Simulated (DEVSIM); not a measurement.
Device: illuminated Si n-on-p cell, one wavelength, at 400 K.

Layer 1 from the left is Si, thickness (μm) 0.150, Nd (cm⁻³) 5.1e18, τn (s) 3.6e-6, τp (s) 4.1e-6, absorption coefficient (cm⁻¹) 710. Layer 2 from the left is Si, thickness (μm) 93.0, Na (cm⁻³) 3.8e15, τn (s) 0.00018, τp (s) 0.00018, absorption coefficient (cm⁻¹) 710.

Left contact: ohmic, minority hole recombination velocity 20 cm/s. Right contact: ohmic, minority electron recombination velocity 20 cm/s. Voltage is applied to the left contact. Recombination: SRH at mid-gap, radiative, Auger. Light enters at the left, 6.6e16 photons cm⁻² s⁻¹, one pass, no reflection. Mobility is μmin + (μ − μmin)/(1 + (N/Nref)^α).

Constants are typed, rounded textbook-type inputs, not results; the design itself was drawn at random and stands for no fabricated device. Values at 300 K; Nc and Nv go as T^1.5, mobilities as T to minus their exponent, the gap by Varshni's rule with the affinity fixed.

Si: gap (eV) 1.124, affinity (eV) 4.05, permittivity 11.7, Nc (cm⁻³) 2.86e19, Nv (cm⁻³) 3.1e19, μn (cm²/Vs) 1417, μp (cm²/Vs) 470, μn,min 52, μp,min 45, Nref,n 9.7e16, Nref,p 2.2e17, αn 0.68, αp 0.72, T exponent of μn 2.3, T exponent of μp 2.2, B (cm³/s) 4.7e-15, Cn (cm⁶/s) 2.8e-31, Cp (cm⁶/s) 9.9e-32, Varshni α (eV/K) 0.000473, Varshni β (K) 636.

Simulated with DEVSIM: 1D drift-diffusion, Boltzmann statistics, complete ionisation; no tunnelling, impact ionisation, image-force lowering or self-heating.

Task: What does the simulation give for the potential step across the device at zero bias, the dark forward voltage at 1 A/cm², the short-circuit current?

Result: potential step across the device at zero bias 0.697 V; dark forward voltage at 1 A/cm² 0.597 V; short-circuit current 10.5 mA/cm².
